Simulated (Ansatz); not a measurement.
## InP under a change: biaxial strain −3.70 %, plane normal [001], relaxed out of plane

Base system: InP in the zinc blende structure (space group F-43m, No. 216; a = 5.879 Å). Axes: x, y, z lie along the cube axes.

Now apply this change: biaxial strain −3.70 %, plane normal [001], relaxed out of plane (Cartesian); in-plane vectors clamped, the third vector and the atoms free.

Method: PBEsol, PAW, 420 eV (Ansatz, a program for electronic structure; no spin-orbit coupling), earlier PAW set. Γ-centred 10×10×10 mesh, Fermi–Dirac width 0.05 eV.

| quantity | base | changed | shift |
|---|---|---|---|
| space group | F-43m (No. 216) | I-4m2 (No. 119) | – |
| shortest interatomic distance | 2.546 Å | 2.519 Å | -0.027 Å |
| energy relative to the base (free energy F) | 0 meV/atom | +21 meV/atom | +21 meV/atom |
| pressure (mean of the normal stresses, compression positive) | 0.00 GPa | 2.45 GPa | +2.45 GPa |
| band gap | 0.57 eV | 0.59 eV | +0.02 eV |
| gap character | direct at Γ | direct at Γ | – |
| electron mass | 0.045 mₑ (at Γ) | 0.069 mₑ out of plane, 0.049 mₑ in plane (at Γ) | – |
| valence-band top at Γ (three highest levels, from the VBM) | 0.00, 0.00, 0.00 eV | 0.00, 0.00, -0.43 eV | – |
| valley order (the lowest conduction-band minima on the path, energy above the VBM, named in the base's zone) | Γ 0.57 eV; L along ⟨111⟩ 1.38 eV; X along ⟨100⟩ 1.65 eV | Γ 0.59 eV; L along [111] 1.23 eV; X along [010] 1.31 eV; X along [001] 1.77 eV | – |
| out-of-plane strain | – | +4.02 % | – |
| ratio −ε⊥/ε∥ | – | 1.09 | – |
| mean in-plane stress (compression positive) | – | +3.7 GPa | – |

Final structure (turned so that z lies along the plane normal):

```
CELL_PARAMETERS angstrom
      4.00311     0.00000     0.00000
      0.00000     4.00311     0.00000
      2.00156    -2.00156     3.05761
ATOMIC_POSITIONS crystal
  P  0.25000 0.25000 0.50000
  In 0.00000 0.00000 0.00000
```

Masses are band curvatures over ±0.01 Å⁻¹ around the edge. Stability against distortions was not tested. Labels are those of the standard path for the cell's own space group.
